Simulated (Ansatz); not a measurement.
An Ansatz (a first-principles code) input (DFT with r2SCAN+rVV10, PAW potentials and a 500 eV plane-wave cutoff in Ansatz, spin-orbit coupling left out):

Ansatz 0.2 input:
```yaml
crystal:
  lattice:
    - [3.2998872596, 0, 0]
    - [-1.6499436298, 2.8577861964, 0]
    - [0, 0, 13.151291574]
  atoms:
    - { symbol: W, position: [0.3333333333, 0.6666666667, 0.25] }
    - { symbol: W, position: [0.6666666667, 0.3333333333, 0.75] }
    - { symbol: Se, position: [0.3333333333, 0.6666666667, 0.6233620836] }
    - { symbol: Se, position: [0.6666666667, 0.3333333333, 0.1233620836] }
    - { symbol: Se, position: [0.6666666667, 0.3333333333, 0.3766379164] }
    - { symbol: Se, position: [0.3333333333, 0.6666666667, 0.8766379164] }
basis: { ecutwfc: 500, ecutrho_ratio: 4, xc_grid: 4, fft_grid_basis: typed }
kpoints: { mp_grid: { grid: [11, 11, 3] } }
hamiltonian:
  xc: r2scan
  dispersion: rvv10
  pseudopotentials: { kind: paw }
scf: { occupations: { method: fermi_dirac, width: 0.05 }, convergence: { dr2_threshold: 0.0000000006 } }
output: { forces: true, stress: true }
```

Task: Which symmetry and how many k-points will the program report, and about how many plane waves at Γ?

Result: Space group P63/mmc (ITA 194) with 24 operations, k-points 32 of 363, and 3107 plane waves at Γ.

Stability against distortions was not tested. The cell is WSe2 in the 2H-MoS2 type structure (space group P6_3/mmc, No. 194; layered, stacked along the Cartesian z axis).
